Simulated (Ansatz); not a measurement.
**BaO: pressure series**

Start from BaO in the rock salt structure (space group Fm-3m, No. 225).

```yaml
crystal:
  lattice:
    - [0.00000, 2.78682, 2.78682]
    - [2.78682, 0.00000, 2.78682]
    - [2.78682, 2.78682, 0.00000]
  atoms:
    - { symbol: Ba, position: [0.00000, 0.00000, 0.00000] }
    - { symbol: O, position: [0.50000, 0.50000, 0.50000] }
```

Cell and atoms are relaxed at each pressure.

Method: PBE/PAW in Ansatz (a first-principles code), without spin-orbit coupling.

Notes on the quantities. enthalpy: H = E + PV relative to the base's energy.

| case | density | enthalpy |
|---|---|---|
| base | 5.88 g/cm³ | – |
| pressure 3 GPa | 6.12 g/cm³ | +0.40 eV/atom |
| pressure 15 GPa | 6.85 g/cm³ | +1.86 eV/atom |
| pressure 30 GPa | 7.53 g/cm³ | +3.52 eV/atom |
| pressure 50 GPa | … | +5.53 eV/atom |
| pressure 75 GPa | 8.97 g/cm³ | +7.84 eV/atom |
| pressure 100 GPa | 9.64 g/cm³ | +9.97 eV/atom |

Task: Complete the table.

Result: 
- pressure 50 GPa, density: 8.24 g/cm³

The mesh was chosen for an insulator and is coarse for the gapless case. Load acts through the strain it causes; cell and atoms are relaxed under it. No phonon test of stability was made. No other phases were tried under pressure. All final runs are without spin polarisation.
